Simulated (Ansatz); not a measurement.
The reference is Na$_{3}$Sb (space group P6_3/mmc, No. 194; a = 5.3122 Å, c = 9.4529 Å). Axes: x lies along a and z along c of the hexagonal cell.

All numbers come from Ansatz (an electronic-structure program), PBEsol, PAW, cutoff 420 eV, no spin-orbit coupling.

Base values:

- Valence-band top at Γ = 0.00, 0.00, -0.16 eV
- Gap character = direct at Γ
- Electron mass = 0.076 mₑ along c, 0.061 mₑ across (at Γ)

Modification: a pure shear with ε_xz = ε_zx = 0.0040, atoms relaxed at fixed cell.

What happens to the valence-band top at Γ?

The valence-band top at Γ (three highest levels, from the VBM) remains 0.00, 0.00, -0.16 eV.

What does the calculation give for the gap character after the change?

The gap character is still direct at Γ.

What happens to the electron mass?

The electron mass goes from 0.076 mₑ along c, 0.061 mₑ across (at Γ) to 0.076 mₑ along z, 0.061 mₑ across (at Γ).

With Sb present, leaving out spin-orbit coupling can change the band edges. The cells carry an imposed strain or load. Masses are band curvatures over ±0.01 Å⁻¹ around the edge. No phonon test of stability was made. k-point labels follow each cell's own Brillouin zone.
